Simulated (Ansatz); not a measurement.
# Ca under a change: Ca → Rb

Take Ca in the fcc (Cu type) structure (space group Fm-3m, No. 225; a = 5.5685 Å) as the base.

Perturbation: full substitution Ca → Rb; the structure is relaxed again.

Calculations: r2SCAN (Ansatz, a quantum-chemistry and plane-wave program), without spin-orbit coupling. Γ-centred 11×11×11 mesh, Fermi–Dirac width 0.05 eV, for the changed cell.

The volume per atom increases by 52.377 Å³ to 95.54 Å³ and the lattice parameter a grows by 1.6885 Å, from 5.568 Å to 7.257 Å. The space group stays Fm-3m (No. 225) and the band gap stays zero.

Whether these cells are dynamically stable was not tested. For Rb in this form, whether it has been made was not checked. This is not the structure that Rb has at room temperature and ambient pressure.
